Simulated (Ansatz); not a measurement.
**WP2 (C2/m, No. 12, 6 atoms in the cell; start mp-11329)**

Computed with r²SCAN in Ansatz (PAW).

Settings: plane-wave cutoff 560 eV, 18×18×10 k mesh (along the axes of the cell as run), Fermi–Dirac smearing 0.05 eV, no spin polarisation, scalar-relativistic PAW data made under PBE.

Cell (relaxed at this level):

```yaml
crystal:
  lattice:
    - [4.24145, -1.59534, 0.00411]
    - [4.24145, 1.59534, 0.00411]
    - [-3.66010, 0.00000, 6.51609]
  atoms:
    - { symbol: P, position: [0.13848, 0.13848, 0.02522] }
    - { symbol: P, position: [0.86152, 0.86152, 0.97478] }
    - { symbol: P, position: [0.40004, 0.40004, 0.59913] }
    - { symbol: P, position: [0.59996, 0.59996, 0.40087] }
    - { symbol: W, position: [0.84199, 0.84199, 0.29340] }
    - { symbol: W, position: [0.15801, 0.15801, 0.70660] }
```

- bulk modulus = 196 GPa

Note: the bulk modulus is −V dP/dV from two relaxed cells at ±2 % in volume; the relaxation could not lower the start's symmetry, so the cell can be a saddle point above a distorted one.

Spin–orbit coupling is not included; it can open a gap where bands touch, and shift volumes and moduli.

It cost very roughly 15 core-minutes of CPU time.

A start named mp-… is a Materials Project structure, which need not be a measured phase.

Ansatz is a quantum-chemistry and plane-wave program.
